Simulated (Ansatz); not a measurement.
A calculation on AlB2-type HfB2 returned lattice constant a 3.107 Å, lattice parameter c 3.415 Å, equilibrium volume per atom 9.51 Å³/atom.

For reference: lattice constant a 3.14 Å (measured, temperature not stated, copied from a table, unchecked, not corrected to a static lattice; as tabulated in Journal of Nuclear Materials 21, 14 (1967)); lattice parameter c 3.48 Å (measured, temperature not stated, copied from a table, unchecked, no zero-point or thermal correction; as tabulated in Journal of Nuclear Materials 21, 14 (1967)); equilibrium volume per atom 9.91 Å³/atom (measured, room temperature, no zero-point or thermal correction; as tabulated in Burrage et al. (2022), doi:10.3390/ma15082762).

Question: Which level of theory produced these numbers?
A. PBE (Ansatz, a first-principles code)
B. PBEsol-D3(BJ) (Ansatz)
C. HSE06 (Ansatz)
D. PBE-D4 (Ansatz)

Answer: B, PBEsol-D3(BJ) (Ansatz)

The others give: HSE06 3.135 Å, 3.478 Å, 9.87 Å³/atom; PBE-D4 3.128 Å, 3.443 Å, 9.73 Å³/atom; PBE 3.145 Å, 3.486 Å, 9.96 Å³/atom.

Unless a cell is named, each level is at its own relaxed cell (HSE06 9.87, PBE 9.96, PBE-D4 9.73, PBEsol-D3(BJ) 9.51 Å³/atom).

Caveats: exact exchange on metals is sensitive to the k mesh and can open a false gap (HSE06); the run warned that the count of filled bands differs between k points (HSE06). Ansatz's density-functional and Hartree–Fock values are scalar-relativistic unless marked +SOC, with PAW data made under PBE.
